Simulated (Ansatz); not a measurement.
MgAlNO (model structure, started from the AlSiCN type, P3m1, No. 156, 4 atoms in the cell): properties by level of theory

```
level (code)     equilibrium lattice constant a (Å)  lattice parameter c (Å)  bulk modulus B0 (GPa)  cohesive energy (eV/atom)  band gap (eV)
---------------  ----------------------------------  -----------------------  ---------------------  -------------------------  -------------
LDA (Ansatz)                                  3.150                    5.025                    165                       6.14           3.55
PBE (Ansatz)                                  3.198                    5.130                    149                       5.30           3.26
PBEsol (Ansatz)                               3.180                    5.083                    155                       5.62           3.30
r²SCAN (Ansatz)                               3.172                    5.076                    163                       5.46           4.03
```

Computed values are for a static lattice.  Each level is taken at its own relaxed cell. Cutoffs differ between the levels. Ansatz's density-functional and Hartree–Fock values are scalar-relativistic unless marked +SOC, with PAW data made under PBE.

Caveats: the bulk modulus is −V dP/dV from two relaxed cells at ±2 % in volume (LDA, PBE, PBEsol, r²SCAN). Ansatz's density-functional and Hartree–Fock values are scalar-relativistic unless marked +SOC, with PAW data made under PBE.

Free atoms are spin-polarised, in the lowest state found; at levels without +SOC their spin–orbit coupling is left out.

Computed values are for the static lattice.

A model structure was made by putting elements into a prototype or built by hand; it is no filed structure, need not be a known phase, and can be a saddle point held by its symmetry.

Ansatz is a program for electronic structure.
